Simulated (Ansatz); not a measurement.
The starting structures come from a database of crystals and need not be the phases stable at ambient conditions.

By PBEsol, the system below comes out a metal.

Here is the system:

```yaml
crystal:
  lattice:
    - [2.89131, 0.00000, 0.00000]
    - [0.00000, 5.80560, 0.00000]
    - [0.00000, 2.90280, 2.81572]
  atoms:
    - { symbol: Al, position: [0.50000, 0.50000, 0.50000] }
    - { symbol: Al, position: [0.50000, 0.00000, 0.50000] }
    - { symbol: Cu, position: [0.00000, 0.00000, 0.00000] }
```

Space group of this cell: Cmmm. The cell is strained (lengths along the current scaled by 0.97, ions clamped); by PBEsol its mean pressure is 0.6 GPa.

The current flows along the normal of the first two printed cell vectors. No spin-orbit coupling; the value is a mean over 0.1 eV about the Fermi level.

Q: Compute, with PBEsol (Ansatz, a program for electronic structure), the ballistic conductance per area.

A: 0.78 × 10¹⁵ S/m² for both spins.
